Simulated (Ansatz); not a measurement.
O on the 1x1 (101) surface of anatase TiO2 (cut with top plane O), one in a 2x1 cell, energies for each (39.6 Å²). Energies are against ½ O2(g), without zero-point or thermal terms; each row is named by its start (#2, #3: further inequivalent places of a kind).

Host crystal: anatase TiO2, with a band gap (PBE, scalar-relativistic without spin-orbit coupling).

Level of theory: PBE (plane waves to 420 eV, PAW; Ansatz, a program for electronic structure).

Model: 37-atom slab, 9.4 Å thick at the start under the adsorbate (thin: gaps and levels are the slab's own), 3x4x1 mesh, Fermi-Dirac 0.01 eV, dipole correction, 14 atoms held, the rest relaxed; each run with such symmetry as its start has; spin-polarised, no spin-orbit, no U, no dispersion correction.

A negative adsorption energy means that the adsorbate is more stable on the surface than in its reference. Starts that drift may end in the same place. Heights count from the host atoms within 0.3 Å of the top one.

```csv
starting site,E_ads (eV),height (Å),nearest host atom (Å),bonded to,change of the vacuum step (eV),lateral drift (Å),moment (μB)
top O (the adsorbate paired with a surface O atom),0.92,0.51,O 1.46,O + Ti,0.53,0.7,0.0
top O #2 (the adsorbate paired with a surface O atom),0.96,-0.04,O 1.47,O + 3 Ti,0.17,0.2,0.0
over Ti at depth 0.9 Å,2.35,1.03,Ti 2.00,Ti,0.52,0.7,2.0
over Ti at depth 1.4 Å (the adsorbate paired with a surface O atom),1.19,0.56,O 1.40,O + Ti,0.08,0.2,0.0
hollow O-O-O over O at depth 4.4 Å,2.36,0.72,Ti 2.02,Ti,0.36,2.7,2.0
bridge O-O-O (span 3.8 Å),2.36,0.72,Ti 2.02,Ti,0.36,2.4,2.0
bridge O-O (span 2.8 Å),2.35,1.03,Ti 1.99,Ti,0.51,0.7,2.0
```
